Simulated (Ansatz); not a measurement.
Consider this model of amorphous In24O37Zn.

```
CELL_PARAMETERS angstrom
      9.94162    -0.20690    -0.13254
     -0.20690     9.20372    -0.07054
     -0.13254    -0.07054     9.57856
ATOMIC_POSITIONS crystal
  In 0.84283 0.22966 0.67885
  In 0.31095 0.80776 0.40422
  In 0.64365 0.69202 0.56652
  In 0.94681 0.90864 0.52322
  In 0.81212 0.47702 0.36369
  In 0.80512 0.84184 0.17946
  In 0.20554 0.88641 0.76286
  In 0.25503 0.60248 0.00748
  In 0.98921 0.19671 0.29055
  In 0.19491 0.47790 0.31027
  In 0.17002 0.18179 0.57997
  In 0.96532 0.58659 0.69812
  In 0.46554 0.90761 0.00328
  In 0.08400 0.27598 0.92749
  In 0.29926 0.50606 0.68349
  In 0.54789 0.52400 0.17962
  In 0.63260 0.57121 0.87238
  In 0.40451 0.21281 0.84523
  In 0.55492 0.35126 0.55044
  In 0.55573 0.02149 0.61021
  In 0.82981 0.91890 0.85015
  In 0.37998 0.18020 0.25956
  In 0.13004 0.91094 0.13633
  In 0.70229 0.20214 0.03786
  O  0.51608 0.83935 0.47791
  O  0.29931 0.40617 0.89248
  O  0.76865 0.00073 0.63458
  O  0.68633 0.95673 0.04166
  O  0.27695 0.59757 0.48576
  O  0.25582 0.84010 0.97439
  O  0.95677 0.94040 0.30143
  O  0.20154 0.69404 0.22073
  O  0.03785 0.36347 0.71540
  O  0.96962 0.14081 0.51453
  O  0.98828 0.83868 0.73006
  O  0.20270 0.23694 0.36673
  O  0.79491 0.26707 0.22862
  O  0.47435 0.13729 0.04907
  O  0.35248 0.29479 0.62767
  O  0.09075 0.13448 0.10492
  O  0.67040 0.77313 0.78084
  O  0.94865 0.81121 0.02388
  O  0.17377 0.64812 0.77768
  O  0.60741 0.39943 0.00774
  O  0.83954 0.53008 0.86065
  O  0.36689 0.40779 0.20516
  O  0.85552 0.68423 0.51171
  O  0.42332 0.96953 0.78194
  O  0.76792 0.40180 0.57141
  O  0.18737 0.93329 0.54088
  O  0.32981 0.95730 0.23739
  O  0.51788 0.54003 0.68188
  O  0.77030 0.61763 0.18069
  O  0.18702 0.11993 0.80129
  O  0.48226 0.67457 0.02619
  O  0.52555 0.16325 0.42708
  O  0.00565 0.42203 0.37402
  O  0.60107 0.52624 0.39300
  O  0.86513 0.15775 0.89300
  O  0.07959 0.46669 0.06262
  O  0.59973 0.21692 0.73879
  Zn 0.92483 0.58504 0.03897
```

Methods: PBE, scalar-relativistic without spin-orbit coupling (Ansatz, an electronic-structure program); r2SCAN, scalar-relativistic without spin-orbit coupling (Ansatz); HSE06, scalar-relativistic without spin-orbit coupling (Ansatz). Neutral PBE cell, which sets geometry, pressure and energy: sampling: a 2×2×2 Γ-centred mesh; Fermi-Dirac width 0.02 eV; no spin polarisation. Exact exchange is cut at the faces of this 9 Å cell, which leaves hybrid gaps a finite-size error.

Preparation: random packing, a CHGNet melt and quench, and a DFT relaxation. O atoms were pushed apart under 1.9 Å during the dynamics, to hinder bonds among them. The hot cell started wider than the set density and was brought back towards it in steps. It is the lowest in DFT energy of 2 quenches. It is a model cell: composition and starting density were chosen by hand, and all elements were melted together. No dispersion term was used. Its density started from a set value of 6.47 and ended at 6.47 g/cm³. The quench (nominally 330 K/ps over its main leg) was far faster than any real one, so the model tends to hold more defects than a real film. A cell of this size samples the disorder only roughly. The volume was held where the preparation left it and the shape relaxed.

Q: Give the pressure, the energy against reference phases and the spacing of the highest filled and lowest empty levels.

A: 
```json
{
  "Pressure on a 2×2×2 Γ-centred mesh": "1.01 GPa",
  "Largest force and stress component on that mesh (the relaxation ran on the zone centre alone)": "0.09 eV/Å and 1.1 GPa",
  "Energy relative to bixbyite In2O3 + wurtzite ZnO (lowest mix at this level among the phases computed, not always the ambient ones)": "15.1 kJ/mol-atom",
  "Level gap on a 2×2×2 Γ-centred mesh (PBE)": "0.45 eV",
  "Level gap at the zone centre (PBE)": "0.45 eV",
  "Level gap at the zone centre (r2SCAN)": "0.89 eV",
  "Level gap at the zone centre (HSE06)": "1.85 eV",
  "Distance between the nearest levels spread over more than a fifth of the atoms or a third of the atoms of their main element (six at least) (PBE, zone centre)": "0.60 eV"
}
```

Q: At PBE and the zone centre, how localised are the states just below and above the Fermi level (participation number: the atoms over which a state spreads)?

A: The highest filled state is spread over 8.4 atoms' worth, largest on O40, with weights by element (charge in smoothed Voronoi cells) O 0.95, In 0.05, Zn 0.00. The lowest empty state is spread over 56.3 atoms' worth, largest on In6, with weights by element (charge in smoothed Voronoi cells) O 0.55, In 0.44, Zn 0.01.

At PBE the levels at the filled edge of the gap are localised (band-tail or defect states).

Cut-offs for bonds: In-In 3.12 Å, In-O 2.64 Å, In-Zn 2.90 Å, O-O 1.58 Å, O-Zn 2.26 Å, Zn-Zn 2.68 Å. Two cations that share two anions don't count as bonded, nor two that share one unless they lie closer than In-In 3.04 Å, In-Zn 2.82 Å, Zn-Zn 2.61 Å.
